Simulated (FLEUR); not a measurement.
FLEUR run on LaIn5Ir (P4/mmm, 7 atoms in the cell): self-consistent single point.

Method: FLEUR with LDA (Perdew-Zunger), all-electron FLAPW (FLEUR), scalar-relativistic valence.

The change in words: lattice scaled by 0.98. Reference geometry:
```
LaIn5Ir
1.0
    4.74610     0.00000     0.00000
    0.00000     4.74610     0.00000
    0.00000     0.00000     7.67273
La In Ir
1 5 1
Cartesian
  0.00000   0.00000   0.00000
  2.37305   0.00000   5.31620
  2.37305   0.00000   2.35652
  0.00000   2.37305   5.31620
  0.00000   2.37305   2.35652
  2.37305   2.37305   0.00000
  0.00000   0.00000   3.83636
```

Reference input (self-consistent single point, DFT, LDA (Perdew-Zunger), all-electron FLAPW (FLEUR), scalar-relativistic valence): Kmax = 4.1 1/bohr; GmaxXC = 14.3 1/bohr; xcFunctional = pz; jspins = 1; l_soc = F; mode = hist; fermiSmearingEnergy = 0.00499791 Htr; mesh (inpgen div1-3) = 5 5 3; inpgen gamma flag = false; Gmax = 14.3 1/bohr; numbands = 0; maxIterBroyd = 99. This run's input differs from it in these lines:

```diff
@@ -3,5 +3,5 @@
 &input film=f /
-8.9688291601 0.0000000000 0.0000000000
-0.0000000000 8.9688291601 0.0000000000
-0.0000000000 0.0000000000 14.4993545487
+8.7894525769 0.0000000000 0.0000000000
+0.0000000000 8.7894525769 0.0000000000
+0.0000000000 0.0000000000 14.2093666263
 1.0
@@ -49,5 +49,5 @@
          <bravaisMatrix>
-            <row-1>    8.9688291601000003     0.0000000000000000     0.0000000000000000</row-1>
-            <row-2>    0.0000000000000000     8.9688291601000003     0.0000000000000000</row-2>
-            <row-3>    0.0000000000000000     0.0000000000000000    14.4993545486999995</row-3>
+            <row-1>    8.7894525769000005     0.0000000000000000     0.0000000000000000</row-1>
+            <row-2>    0.0000000000000000     8.7894525769000005     0.0000000000000000</row-2>
+            <row-3>    0.0000000000000000     0.0000000000000000    14.2093666262999996</row-3>
          </bravaisMatrix>
```

Output, abridged:

```
 Iteration:     1   Distance:       8.65751727 me/bohr^3
 Iteration:     2   Distance:       7.20703242 me/bohr^3
 Iteration:     3   Distance:       5.29397773 me/bohr^3
 Iteration:     4   Distance:       5.96518613 me/bohr^3
 Iteration:     5   Distance:       2.72158930 me/bohr^3
   [... 12 lines left out ...]
 Iteration:    18   Distance:       0.00009671 me/bohr^3
 Iteration:    19   Distance:       0.00002524 me/bohr^3
 Iteration:    20   Distance:       0.00002480 me/bohr^3
 Iteration:    21   Distance:       0.00000632 me/bohr^3
 Reset of history
 Run finished successfully
 Stop message:
   Structural relaxation: new displacements generated

[file out, last iteration]
             iter=     22
[...]
          total density-effective poten   -9.4145289024E+04
          total charge density-energy d   -1.3110526706E+03
 Updated energy parameters for spin:           1
[...]
 fermi energy and band-weighting factors:
   [... 6 lines left out ...]

[...]
FERMIE:
          first approx. to ef    (T=0)  :   0.360069 htr   (energy of the highest occ. eigenvalue)
          number of occ. states  (T=0)  :        545
          first approx. to seigv (T=0)  : -13.810928 htr
          sum of weights of occ. states :  45.680000
          sum of semicore charge        :   0.000000 e
FERHIS:  Fermi-Energy by histogram:
          bandgap                     :   0.001849 htr
   [... lines left out ...]
          charge neutrality (T=0)     :   0.360000    (zero if the highest occ. eigenvalue is "entirely" occupied)
     EF_NEWTON:  Adjust Fermi-Energy by Newton-Method.
 Direct bandgap for spin            1 :    9.4315478410030851E-003  Htr
 ---->    free energy=                    -55730.1777308991 htr
   [... lines left out ...]
 TOTAL FORCE FOR ATOM TYPE=  2  X=  4.395   Y=  0.000   Z= -4.364
                       FX_TOT= 0.000000 FY_TOT= 0.000000 FZ_TOT= 0.003772
 TOTAL FORCE FOR ATOM TYPE=  3  X=  4.395   Y=  4.395   Z=  0.000
                       FX_TOT= 0.000000 FY_TOT= 0.000000 FZ_TOT= 0.000000
 TOTAL FORCE FOR ATOM TYPE=  4  X=  0.000   Y=  0.000   Z=  7.105
                       FX_TOT= 0.000000 FY_TOT= 0.000000 FZ_TOT= 0.000000
```

The run converged in 21 iterations. FLEUR gives forces in its relaxation mode, with a further iteration, so its stop message speaks of a relaxation. Against the reference run the free energy goes down by 29.5 meV/atom and the largest force goes from 0.037 to 0.194 eV/Å.

The starting cell comes from a database of computed structures (which also holds hypothetical and non-ambient phases and stackings), without a prior relaxation at this level. Its lattice was rescaled by a random factor within 2.5 % of one. For this run, on top of that: lattice scaled by 0.98. Spin-orbit coupling is off. Spin polarisation is off. Values depend on the basis (sphere radii, cutoffs, local orbitals), which need not be converged. The log's line on a gap gives a spacing of levels on this mesh, which the program prints for metals too.

Cost on one core of a shared machine: roughly 7 min.
